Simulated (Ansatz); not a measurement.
Consider Cu$_{3}$N (space group Pm-3m, No. 221).

```
Cu3N
1.0
    3.76491     0.00000     0.00000
    0.00000     3.76491     0.00000
    0.00000     0.00000     3.76491
N Cu
1 3
Direct
  0.00000   0.00000   0.00000
  0.50000   0.00000   0.00000
  0.00000   0.00000   0.50000
  0.00000   0.50000   0.00000
```

Computed with Ansatz (a first-principles code), PBEsol, PAW, cutoff 420 eV, spin-orbit coupling left out.

One change was made to it. Results:

The lattice parameter a decreases by 0.039 Å to 3.726 Å; the band gap remains zero.

Problem. Name the change that was made.
(A) pressure 4.5 GPa
(B) pressure 0.9 GPa
(C) pressure 15 GPa
(D) pressure 30 GPa

Solution. A, pressure 4.5 GPa. For comparison, the lattice parameter a in the other runs: pressure 30 GPa gives 3.575 Å; pressure 15 GPa gives 3.653 Å; pressure 0.9 GPa gives 3.757 Å.

Load acts through the strain it causes; cell and atoms are relaxed under it. No phonon test of stability was made. Competing high-pressure phases were not computed. All final runs are without spin polarisation. Gaps under 0.05 eV, about the width of the smearing, are given as zero. The zero or small gap of Cu3N can change with the level of theory.
